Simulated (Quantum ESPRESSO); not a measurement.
Troubleshooting Quantum ESPRESSO: a failed run on VGe3 (Pm-3n, 8 atoms in the cell). The aim is a self-consistent single point with DFT, PBEsol, plane waves, PseudoDojo standard norm-conserving (PBESOL) pseudopotentials.

Cell that was meant: a = 5.0984 Å, b = 5.0984 Å, c = 5.0984 Å, α = 90.00°, β = 90.00°, γ = 90.00°.

Part of the input:

```fortran
  nat = 8,
  ntyp = 2,
  ecutwfc = 85,
  occupation = 'smearing',
  smearing = 'gauss',
  degauss = 0.0147,
  nspin = 2,
```

The program printed (abridged):

```
     This program is part of the open-source Quantum ESPRESSO suite
     for quantum simulation of materials; please cite

 %%%%%%%%%%%%%%%%%%%%%%%%%%%%%%%%%%%%%%%%%%%%%%%%%%%%%%%%%%%%%%%%%%%%%%%%%%%%%%
     Error in routine  read_namelists (1):
      bad line in namelist &system: "  occupation = 'smearing'," (error could be in the previous line)
 %%%%%%%%%%%%%%%%%%%%%%%%%%%%%%%%%%%%%%%%%%%%%%%%%%%%%%%%%%%%%%%%%%%%%%%%%%%%%%

     stopping ...
```

Question: Read the log: what does the program object to, and what is the fix?

Answer: The fault is a keyword that the program does not know. The program does not know a key of this name. To fix it, use the program's own name for the key. The program stopped before any SCF iteration.

The sound input it was made from differs as follows (other fixes are possible):
```diff
-  occupation = 'smearing',
+  occupations = 'smearing',
```

With that input, the run converged in 20 iterations: free energy E − TS -18574.8548 eV; Fermi level (on the code's own zero) 14.21 eV; pressure -3.59 GPa; size of the cell's spin moment 4.25 μB; site moments (μB, in the program's spheres or projections) V 1.82, V 1.82, Ge 0.01, Ge 0.01, Ge 0.01, Ge 0.01, Ge 0.01, Ge 0.01 (DFT, PBEsol, plane waves, PseudoDojo standard norm-conserving (PBESOL) pseudopotentials).

On the sound input: the starting cell comes from a database of computed structures (which also holds hypothetical and non-ambient phases and stackings), without a prior relaxation at this level. The magnetic order is the one reached from the typed start; others were not searched systematically. With a pressure of about -4 GPa the cell is away from its equilibrium volume at this level. Without a gap this mesh is coarse (it stands for a supercell whose shortest vector is 15 Å).
